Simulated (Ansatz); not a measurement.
Take BP in the rock salt structure (space group Fm-3m, No. 225; a = 4.2893 Å; a hypothetical phase, not in the database extracts checked; relaxed with 0.1 eV smearing) as the base.

The values are results of PBEsol (Ansatz, a first-principles code; PAW; 420 eV plane waves; no spin-orbit coupling), not measurements.

Base values:

```
Quantity    Value
--------  -------
Pressure  0.0 GPa
Band gap     zero
```

One thing is altered: an isotropic linear strain of −4.90 %, atoms relaxed at fixed cell.

Question: Predict the new energy relative to the base.

Answer: The energy goes up by 131 meV/atom.

Question: Predict the new pressure.

Answer: The pressure goes from zero to 34.2 GPa.

Question: How does this affect the band gap?

Answer: The band gap stays zero.

Stability against distortions was not tested. The final runs are not spin-polarised.
